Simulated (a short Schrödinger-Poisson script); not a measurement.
System: MOS inversion layer, Si3N4 on p-type Si(100), at 300 K.

From the gate side: 5.4 nm Si3N4; 940 nm Si, acceptors 2.1e17 cm⁻³.

The device is made up for the run: typed textbook-type constants, with dimensions and the other settings drawn at random. Si3N4: permittivity 7.5, conduction-band edge (eV) 1.95, gap (eV) 5.1, electron mass (mₑ) 0.5. Si: permittivity 11.7, conduction-band edge (eV) 0, gap (eV) 1.124, Nv at 300 K (cm⁻³) 3.1e19.

Channel valleys (confinement mass, in-plane density-of-states mass, number): Δ2 0.916, 0.19, 2; Δ4 0.19, 0.417, 4. At the gate the conduction-band edge of layer 1 lies 2.16 eV − eVg above the Fermi level of the channel; the field vanishes at the back. Gaps are held at their typed values at every temperature. Mesh 0.03 nm at interfaces.

From a short Schrödinger-Poisson script (our own, NumPy): 1D Poisson equation in equilibrium, electrons quantum, Hartree (BenDaniel-Duke, 12 states a valley, the channel's in-plane mass for all, wave functions ending at the dielectric), parabolic valleys, classical holes, full ionisation, no traps, pinning or gate leakage.

```tsv
Vg (V)	electrons (cm⁻²)	C (μF/cm²)	Δ2 E0 (meV from the Fermi level)	Δ4 E0 (meV from the Fermi level)
0.3	9.03e9	0.168	176.3	221.0
0.4	1.34e11	0.493	105.3	152.3
0.5	5.17e11	0.782	68.3	118.6
0.6	1.03e12	0.892	48.2	102.1
0.7	1.60e12	0.946	34.5	92.1
0.8	2.20e12	0.978	24.1	85.1
0.9	2.81e12	0.999	15.5	79.9
1	3.44e12	1.02	8.2	75.7
1.1	4.08e12	1.03	1.6	72.2
1.2	4.72e12	1.04	-4.3	69.2
1.3	5.37e12	1.04	-9.8	66.6
1.4	6.02e12	1.05	-14.9	64.2
1.5	6.68e12	1.06	-19.8	62.1
1.6	7.34e12	1.06	-24.4	60.1
1.7	8.00e12	1.07	-28.8	58.3
1.8	8.67e12	1.07	-33.1	56.6
1.9	9.34e12	1.07	-37.2	55.0
```

Gate voltages with under 1e9 electrons/cm² are left out.

Q: At Vg = 1.9 V the lowest Δ2 subband lies at -37.2 meV from the Fermi level. How many electrons does it hold, and what share of all?

A: The two-dimensional density of states is g m/(πħ²) = 1.59e11 cm⁻² meV⁻¹ (both spins), kT = 25.9 meV, so n = D kT ln(1 + exp(−E/kT)) = 6.78e12 cm⁻², 0.73 of the 9.34e12 cm⁻² in all.

Q: Compare the slope of the sheet density between 1.7 and 1.9 V with the geometric capacitance of the layers between gate and channel.

A: q Δn/ΔV = 1.07 μF/cm²; ε0/Σ(t/ε) = 1.23 μF/cm². The ratio is 0.87: the channel acts as a further capacitance in series.
